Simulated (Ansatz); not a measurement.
## La2O3 under a change: strain tensor (xx, yy, zz, yz, xz, xy) = (+0.60, +0.04, +0.91, +0.32, −0.15, −1.66) %

Take La2O3 (space group P-3m1, No. 164; a = 3.9061 Å, c = 6.0400 Å) as the base. Axes: x lies along a and z along c of the hexagonal cell.

The change: strain tensor (xx, yy, zz, yz, xz, xy) = (+0.60, +0.04, +0.91, +0.32, −0.15, −1.66) %; the atoms relax in the strained cell.

All numbers come from DFT with PBEsol, PAW potentials and a 420 eV plane-wave cutoff in Ansatz (a program for electronic structure), no SOC. k-mesh 10×10×6 (Γ-centred); smearing 0.05 eV (Fermi–Dirac).

The volume per atom rises by 0.244 Å³, from 15.96 Å³ to 16.21 Å³ and the space group goes from P-3m1 (No. 164) to P-1 (No. 2). The shortest interatomic distance goes up by 0.007 Å, from 2.349 Å to 2.356 Å and the energy increases by 4.3 meV/atom. The band gap drops by 0.079 eV, from 3.77 eV to 3.70 eV and the gap character is indirect, k = (0.200, 0.300, -1/2) in the run's primitive reciprocal basis → Y. The smallest direct gap increases by 0.06 eV to 3.92 eV and the largest internal atomic displacement comes out as 0.025 Å. The stress (xx, yy, zz, yz, xz, xy; compression positive) is (-2.24, -1.33, -1.67, -0.59, 1.22, 1.48) GPa.

Whether these cells are dynamically stable was not tested. k-point labels follow each cell's own Brillouin zone.
